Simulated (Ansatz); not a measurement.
Here is the system:

```yaml
crystal:
  lattice:
    - [1.83023, 1.05668, 7.13402]
    - [-1.83023, 1.05668, 7.13402]
    - [0.00000, -2.11337, 7.13402]
  atoms:
    - { symbol: Cu, position: [0.00000, 0.00000, 0.00000] }
    - { symbol: Cr, position: [0.50000, 0.50000, 0.50000] }
    - { symbol: Se, position: [0.10473, 0.10473, 0.10473] }
    - { symbol: Se, position: [0.89527, 0.89527, 0.89527] }
```

Spin-polarised, with starting moments of sign Cu0 Cr+ Se0 Se0.

Level of theory: PBEsol in Ansatz (plane waves to 420 eV, PAW, no spin-orbit coupling). Settings: 11×11×11 k-points, 0.05 eV Fermi–Dirac smearing.

Question: What is the computed smallest direct gap?

Answer: 0.86 eV.

Question: What width of the top valence band does the calculation give?

Answer: 1.69 eV.

Question: What is the computed space group?

Answer: R-3m (No. 166).

Other magnetic orders, which the real material may have, were not ruled out. Stability against distortions was not tested. A gap here joins edges of opposite spin (a spin-flip gap). The cell was made from CrCuO2 by this change: O → Se; the result is a hypothetical phase, not in the database extracts checked. A zero or small gap of CrCuSe2 can be the functional's error rather than a property of the material.

Ansatz is a program for electronic structure.
